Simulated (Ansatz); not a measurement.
**BeS: tensor shear ε_xy = +0.86 %**

Consider BeS in the zinc blende structure (space group F-43m, No. 216; a = 4.7964 Å). Axes: x, y, z lie along the cube axes.

One thing is altered: a pure shear with ε_xy = ε_yx = 0.0086; the atoms relax in the strained cell.

All numbers come from LDA (Ansatz, a quantum-chemistry and plane-wave program, PAW, no spin-orbit coupling). k-mesh 12×12×12 (Γ-centred); smearing 0.05 eV (Fermi–Dirac).

- Space group: Imm2 (No. 44) (base F-43m (No. 216))
- Shortest interatomic distance: 2.071 Å (base 2.077 Å)
- Energy relative to the base (free energy F): +1.1 meV/atom
- Band gap: 2.74 eV (base 2.82 eV)
- Gap character: indirect, Γ → X
- Valence-band top at Γ (three highest levels, from the VBM): 0.00, -0.07, -0.14 eV (base 0.00, 0.00, 0.00 eV)
- Stress (xx, yy, zz, yz, xz, xy; compression positive): (0.02, 0.02, -0.01, 0.00, 0.00, -1.50) GPa

Stability against distortions was not tested. Labels are those of the standard path for the cell's own space group.
